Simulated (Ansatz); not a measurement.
**Cu on the 1x1 (111) surface of fcc Al, one in a 2x2 cell, started at the site 'bridge Al-Al (span 2.9 Å)'**

The numbers are results of PBE (plane waves to 420 eV, PAW; Ansatz, a program for electronic structure), not measurements.

Model: 17-atom slab, 7.0 Å thick at the start under the adsorbate (thin: gaps and levels are the slab's own), 6x6x1 mesh, Fermi-Dirac 0.1 eV, dipole correction, 8 atoms held, the rest relaxed; held to the start's symmetry, so lower structures may exist; no spin, no spin-orbit, no U, no dispersion correction. At the end it is bonded to 3 Al. In PBE it is, or lies within 0.03 eV of, the lowest of the starts that converged.

The adsorption energy against an atom of fcc Cu comes out as 0.77 eV, the work function of the top face comes out as 3.89 eV and the change of the work function is -0.14 eV. The change of the step from the bottom to the top vacuum level, against the clean slab is -0.18 eV and the energy released by relaxation comes out as 0.40 eV. The height of the binding atom over the mean of the host atoms within 0.3 Å of the top one comes out as 1.712 Å and the nearest host atoms of the binding atom is Al at 2.42 Å, Al at 2.42 Å, Al at 2.42 Å. The largest move of a host atom is 0.06 Å and the note comes out as in the relaxation the adsorbate left its starting site by 0.8 Å. The cost is very roughly 4 core-minutes.

A negative adsorption energy means that the adsorbate is more stable on the surface than in its reference.
